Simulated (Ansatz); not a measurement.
Input:

```
GeS
1.0
    3.60215     0.00000     0.00000
    0.00000     4.48185     0.00000
    0.00000     0.00000    18.67823
Ge S
2 2
Direct
  0.75000   0.87110   0.56900
  0.25000   0.37110   0.43100
  0.25000   0.50350   0.55699
  0.75000   0.00350   0.44301
```

All values below come from PBE, rigid bands (plane waves, PAW, scalar-relativistic; Ansatz, a program for electronic structure). Condition of this run: biaxial strain -1 %. How the cell was made: cell and atoms relaxed with PBE, then loaded as said.

Q: What conductivity effective mass do dilute electrons have at 300 K?

A: 0.55 (x), 0.25 (y) mₑ.

Q: And the band gap?

A: 1.66 eV at this level; semilocal functionals usually fall short of the measured gap.

Rigid bands, one relaxation time for all states, no polarons. Spin-orbit coupling is left out; where it splits the top of the valence band it changes the hole mass and lowers the gap by about a third of the splitting.
